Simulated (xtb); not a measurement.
xtb 6.7.1, GFN1-xTB: Ta(NH)(Cl)2(NMe2) (C[N](C)[Ta](=[NH])([Cl])[Cl]), 14 atoms. The geometry is a generated start, not checked to be a minimum at this level.

```yaml
run_flags: --grad
method: GFN1-xTB
"--acc": 1 (default)
"--etemp (K)": 300 (default)
basis_functions: 60
valence_electrons: 44
```

```xyz
14

Ta    -0.4555    -1.5327     0.4149
N      0.6557    -2.4706    -0.6183
H      1.2438    -3.0806    -1.1687
Cl    -0.4223    -1.8515     2.6341
Cl    -2.6331    -1.7537    -0.0721
N      0.0643     0.3351     0.0373
C     -0.6666     1.4117     0.6755
C      1.0135     0.8607    -0.9224
H      0.0243     2.1263     1.1380
H     -1.2761     1.9515    -0.0563
H     -1.3231     1.0268     1.4582
H      0.4895     1.3412    -1.7577
H      1.6739     1.6023    -0.4593
H      1.6117     0.0333    -1.3032
```

Charge 0 and multiplicity 1 are set for this test and not shown to be the ground state.

One run each on 1 thread. Values of broydamp tried: 0.02, 0.05, 0.1, 0.2, 0.4 (default), 0.6, 0.8, 1.

**Question.** How does the count of SCC iterations change with broydamp, and where is it least?

**Answer.** Fewest SCC iterations, within one of each other: 0.4 (default) with 11, 0.6 with 11. The count rises to 21 at 0.02. All converge to one solution.

```json
[
 {"broydamp": "0.02", "SCC iterations": "21", "end": "same solution"},
 {"broydamp": "0.05", "SCC iterations": "18", "end": "same solution"},
 {"broydamp": "0.1", "SCC iterations": "15", "end": "same solution"},
 {"broydamp": "0.2", "SCC iterations": "13", "end": "same solution"},
 {"broydamp": "0.4 (default)", "SCC iterations": "11", "end": "same solution"},
 {"broydamp": "0.6", "SCC iterations": "11", "end": "same solution"},
 {"broydamp": "0.8", "SCC iterations": "13", "end": "same solution"},
 {"broydamp": "1", "SCC iterations": "14", "end": "same solution"}
]
```
